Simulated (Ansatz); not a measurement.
# Response to strain in Cu

Consider Cu in the fcc (Cu type) structure (space group Fm-3m, No. 225; a = 3.564 Å; relaxed with 0.1 eV smearing). Axes: x, y, z lie along the cube axes.

Strains are applied to the cell and any free atomic positions relax; under biaxial strain the out-of-plane vector relaxes too.

All numbers come from PBEsol in Ansatz (plane waves to 420 eV, PAW, no spin-orbit coupling).

Candidates:
(a) biaxial strain −0.83 %, plane normal [111], relaxed out of plane
(b) biaxial strain −1.25 %, plane normal [111], relaxed out of plane
(c) biaxial strain +2.50 %, plane normal [111], relaxed out of plane
(d) biaxial strain −2.08 %, plane normal [111], relaxed out of plane

Notes on the quantities. energy relative to the base: free energy F.

### Question
Order them by energy relative to the base, highest first.

### Answer
(c) biaxial strain +2.50 %, plane normal [111], relaxed out of plane (+13 meV/atom), (d) biaxial strain −2.08 %, plane normal [111], relaxed out of plane (+11 meV/atom), (b) biaxial strain −1.25 %, plane normal [111], relaxed out of plane (+3.8 meV/atom), (a) biaxial strain −0.83 %, plane normal [111], relaxed out of plane (+1.6 meV/atom)

Stability against distortions was not tested. All final runs are without spin polarisation.

Ansatz is a first-principles code.
